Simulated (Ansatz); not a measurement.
BP (F-43m), r2SCAN with spin-orbit coupling, rigid bands run with Ansatz (a first-principles code): N_c = 4.14e19 cm⁻³ at 300 K and an electron conductivity mass of 0.323 mₑ.

Q: For 1e16 electrons per cm³ at 300 K, place the Fermi level, estimate the Seebeck coefficient of a parabolic band with constant τ, and give mobility and conductivity for τ = 20 fs.

A: The level lies k_BT ln(N_c/n) = 0.215 eV below the conduction-band minimum. S ≈ −(k_B/e)[ln(N_c/n) + 5/2] = -933 μV/K, against -930 μV/K from the full bands (mean over directions). μ = eτ/m = 109 cm²/(V·s) and σ = neμ = 0.174 S/cm. τ is assumed, not computed.

Band transport and this doping are assumed; polarons and phonon drag are left out. Geometry: cell and atoms relaxed with PBEsol.
